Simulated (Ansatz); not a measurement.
Given:

```xyz
2
Lattice="3.3566 0.0000 0.0000 0.0000 3.3566 0.0000 1.6783 -1.6783 2.4803" Properties=species:S:1:pos:R:3 pbc="T T T"
Be     0.0000     0.0000     0.0000
S      3.3566     1.6783     1.2401
```

No spin polarisation.

Method: r2SCAN in Ansatz (plane waves to 500 eV, PAW, no spin-orbit coupling). k-mesh 12×12×12 (Γ-centred); smearing 0.05 eV (Fermi–Dirac).

Task: Predict the pressure, valence-band top at Γ and gap character.

Result: 
- Pressure (mean of the normal stresses, compression positive): 3.28 GPa
- Valence-band top at Γ (three highest levels, from the VBM): 0.00, 0.00, -0.27 eV
- Gap character: indirect, Γ → X

The cells carry an imposed strain or load. Stability against distortions was not tested. The cell was made from BeS in the zinc blende structure (space group F-43m, No. 216) by this change: biaxial strain −2.50 %, plane normal [001], relaxed out of plane.

Ansatz is a program for electronic structure.
